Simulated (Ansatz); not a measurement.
Input:

```
CELL_PARAMETERS angstrom
      0.00000     1.89654     1.89654
      1.89654     0.00000     1.89654
      1.89654     1.89654     0.00000
ATOMIC_POSITIONS crystal
  Pd 0.00000 0.00000 0.00000
```

No spin polarisation.

Level of theory: Ansatz (a quantum-chemistry and plane-wave program), r2SCAN, PAW, cutoff 500 eV, no spin-orbit coupling. Settings: 29×29×29 k-points, 0.1 eV Fermi–Dirac smearing.

Problem. Predict the pressure and space group.

Solution. 
* **Pressure**: 21.5 GPa
* **Space group**: Fm-3m (No. 225)

The cells carry an imposed strain or load. No phonon test of stability was made. The final runs are not spin-polarised. The cell was made from Pd in the fcc (Cu type) structure (space group Fm-3m, No. 225) by this change: isotropic strain −3.00 %. Pd has a high density of states at the Fermi level and may be magnetic at this level.
